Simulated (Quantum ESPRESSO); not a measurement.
Input and output of a self-consistent single point for YbSi (Cmcm, 4 atoms in the cell) (Quantum ESPRESSO).

Method of the run: PBEsol, SSSP 1.1.2 efficiency (PBE) pseudopotentials (plane waves; Quantum ESPRESSO 7.5).

The change in words: lattice scaled by 0.98. Reference geometry:
```
YbSi
1.0
    2.27035    -5.30912     0.00000
    2.27035     5.30912     0.00000
    0.00000     0.00000     3.88198
Yb Si
2 2
Direct
  0.13826   0.86174   0.75000
  0.86174   0.13826   0.25000
  0.43065   0.56935   0.75000
  0.56935   0.43065   0.25000
```

Reference input (self-consistent single point, DFT, PBEsol, plane waves, SSSP 1.1.2 efficiency (PBE) pseudopotentials): ecutwfc = 50 Ry; ecutrho = 400 Ry; occupations = smearing; smearing = gaussian; degauss = 0.0073499 Ry; input_dft = pbesol; potentials = {Yb: Yb.GGA-PBE-paw-v1.0.UPF, Si: Si.pbe-n-rrkjus_psl.1.0.0.UPF}; K_POINTS = automatic 6 6 7 0 0 0; conv_thr = 1e-10 Ry; mixing_beta = 0.7. This run's input differs from it in these lines:

```diff
@@ -28,5 +28,5 @@
 CELL_PARAMETERS angstrom
-   2.27035500    -5.30911500     0.00000000
-   2.27035500     5.30911500     0.00000000
-   0.00000000     0.00000000     3.88198000
+   2.22494800    -5.20293300     0.00000000
+   2.22494800     5.20293300     0.00000000
+   0.00000000     0.00000000     3.80434000
 ATOMIC_POSITIONS crystal
```

The program printed (abridged):

```
     Self-consistent Calculation

     iteration #  1     ecut=    50.00 Ry     beta= 0.70

---- Real-time Memory Report at c_bands before calling an iterative solver
           764 MiB given to the printing process from OS
           166 MiB allocation reported by mallinfo(arena+hblkhd)
------------------

     total energy              =   -2027.00677290 Ry
     estimated scf accuracy    <       0.61348799 Ry

     iteration #  2     ecut=    50.00 Ry     beta= 0.70

---- Real-time Memory Report at c_bands before calling an iterative solver
           890 MiB given to the printing process from OS
   [... lines left out ...]

---- Real-time Memory Report at c_bands before calling an iterative solver
           898 MiB given to the printing process from OS
           220 MiB allocation reported by mallinfo(arena+hblkhd)
------------------

     total energy              =   -2027.79057568 Ry
     estimated scf accuracy    <          5.3E-10 Ry

     iteration # 27     ecut=    50.00 Ry     beta= 0.70

---- Real-time Memory Report at c_bands before calling an iterative solver
           898 MiB given to the printing process from OS
           220 MiB allocation reported by mallinfo(arena+hblkhd)
------------------
     End of self-consistent calculation

     the Fermi energy is    12.2968 ev

!    total energy              =   -2027.79057568 Ry
     estimated scf accuracy    <          9.2E-12 Ry
     smearing contrib. (-TS)   =      -0.00154877 Ry
     internal energy E=F+TS    =   -2027.78902691 Ry

      -> PAW hartree energy AE =     899.37556203 Ry
      -> PAW hartree energy PS =    -773.50668856 Ry
      -> PAW xc energy AE      =   -1152.18661100 Ry
      -> PAW xc energy PS      =      73.70092946 Ry
      -> total E_H with PAW    =     484.26206530 Ry
      -> total E_XC with PAW   =   -1166.37655707 Ry

     convergence has been achieved in  27 iterations

     Forces acting on atoms (cartesian axes, Ry/au):

     atom    1 type  1   force =     0.00000000   -0.00479831    0.00000000
   [... lines left out ...]

     Total force =     0.033722     Total SCF correction =     0.000016

          total   stress  (Ry/bohr**3)                   (kbar)     P=      -29.86
  -0.00037271   0.00000000   0.00000000          -54.83        0.00        0.00
   0.00000000  -0.00011030   0.00000000            0.00      -16.22        0.00
   0.00000000   0.00000000  -0.00012589            0.00        0.00      -18.52

   JOB DONE.
```

The run converged in 27 iterations. Against the reference run the free energy falls by 39.7 meV/atom, the pressure goes from -6.30 to -2.99 GPa and the largest force goes from 0.390 to 0.601 eV/Å.

The starting cell comes from a database of computed structures (which also holds hypothetical and non-ambient phases and stackings), without a prior relaxation at this level. For this run, on top of that: lattice scaled by 0.98. Spin polarisation is off.

Cost on one core of a shared machine: roughly 8 min.
